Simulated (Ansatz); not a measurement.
## MgS: band gap against strain

MgS (rock salt, Fm-3m, 17.394 Å³/atom and stress up to 0.01 GPa in the relaxed cell, cube axes along x, y and z) under an engineering shear γ in the xy plane. PBEsol in Ansatz, a plane-wave DFT program (PAW, default set), 420 eV, 11×11×11 Γ-centred mesh, Fermi-Dirac smearing 0.05 eV; ions are relaxed, or left where forces stay under 0.02 eV/Å, within the symmetry of each cell. Gaps are the smallest over the k-mesh and a band path, without spin-orbit coupling; in all rows the valence edge lies at Γ and the conduction edge at about 1.2 Å⁻¹ from Γ.

Here s stands for strain and Eg for gap.

```
strain (%)  gap (eV)
----------  --------
0.00            2.73
0.58            2.70
1.14            2.67
1.72            2.63
4.00               ?
```

Question: Fit Eg against s with a straight line, and predict the withheld value at s = 4.00.

Answer: Means: s 0.86000, Eg 2.683. About the means, the sum of products is -0.094400 and the sum of squares of s is 1.6360; the slope is their ratio. Least squares gives Eg = 2.732 - 0.0577·s. Residuals (row less fit): -0.002, 0.001, 0.004, -0.003; standard error 0.004 (degrees of freedom: 2). Over these rows the gap moves by -5.8 ± 0.3 eV per unit strain. At the withheld row, Eg = 2.732 - 0.0577 × 4.00 = 2.501 eV. The calculation gives 2.47 eV, 0.031 eV below the prediction (11.9 % of the range of Eg in the table). The row lies outside the fitted rows, so this is an extrapolation. The scatter of the fitted rows lies at the last printed digit.

A polynomial of degree 2 through the 7 other runs of the series gives 2.47 there, so most of the miss is curvature that the fit leaves out. Rows are the converged runs of the series near zero and its far end, less any whose ions stayed unrelaxed beside relaxed ones; series whose fitted rows scatter by over a few per cent of the range, as at a crossing or softening among them, aren't shown in this form. Most that stay on the fit to the last digits aren't either.
